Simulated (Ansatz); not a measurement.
Base system: SnS$_{2}$ in the CdI2 type structure (space group P-3m1, No. 164; a = 3.626 Å, c = 5.574 Å; layered, stacked along the Cartesian z axis). Axes: x lies along a and z along c of the hexagonal cell.

Calculations: Ansatz (a quantum-chemistry and plane-wave program) PBEsol-D3(BJ), no spin-orbit coupling.

Before the change:

| Property | Result |
|---|---|
| Shortest interatomic distance | 2.560 Å |

Modification: uniaxial strain ε_zz = +3.53 %, all other strain components held at zero, atoms relaxed at fixed cell.

Q: Predict the new stress.

A: The stress (xx, yy, zz, yz, xz, xy; compression positive) amounts to (-0.58, -0.58, -1.19, 0.00, 0.00, 0.00) GPa.

Q: What happens to the shortest interatomic distance?

A: The shortest interatomic distance goes up by 0.0033 Å, from 2.560 Å to 2.564 Å.

Q: What does the calculation give for the energy relative to the base after the change?

A: The energy grows by 3.0 meV/atom.

No phonon test of stability was made.
